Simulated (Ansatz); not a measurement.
# LiNbO3: stress against strain

LiNbO3 (R3c, 10.146 Å³/atom and stress up to 0.01 GPa in the relaxed cell, c along z) under a strain ε along a direction in the basal plane (axis x), the other axes held. LDA in Ansatz, a plane-wave DFT program (PAW, default set), 420 eV, 8×8×8 Γ-centred mesh, Fermi-Dirac smearing 0.05 eV; ions are relaxed, or left where forces stay under 0.02 eV/Å, within the symmetry of each cell. Stress is positive for a compressed cell.

Here s stands for strain and y for stress xx.

| strain (%) | stress xx (GPa) |
|---|---|
| -1.50 | 3.40 |
| -0.75 | 1.67 |
| 0.00 | 0.00 |
| 0.75 | -1.62 |
| 1.50 | -3.17 |
| 3.00 | ? |

Using a straight line, estimate the missing y at s = 3.00 from the other rows, showing the fit.

Means: s 0, y 0.056. About the means, the sum of products is -12.322 and the sum of squares of s is 5.6250; the slope is their ratio. Least squares gives y = 0.056 - 2.1907·s. Residuals (row less fit): 0.058, -0.029, -0.056, -0.033, 0.060; standard error 0.063 (degrees of freedom: 3). The slope gives the elastic constant C11 = 219 ± 3 GPa (± standard error of the fit, which holds the terms cut off). At the withheld row, y = 0.056 - 2.1907 × 3.00 = -6.516 GPa. The calculation gives -6.03 GPa, 0.486 GPa above the prediction (5.2 % of the range of y in the table). The row lies outside the fitted rows, so this is an extrapolation. From the scatter of the fitted rows alone, a prediction at this place has a standard error of 0.106 GPa, so the miss is 4.6 times that.

A polynomial of degree 2 through the 8 other runs of the series gives -6.10 there, so most of the miss is curvature that the fit leaves out. The start is a measured cell from the literature; how it stands against other phases or cation orders wasn't checked. Rows are the converged runs of the series near zero and its far end; series whose fitted rows scatter by over a few per cent of the range, as at a crossing or softening among them, aren't shown in this form, nor equations of state whose B0' disagrees with the runs' pressures. Most that stay on the fit to the last digits aren't either.
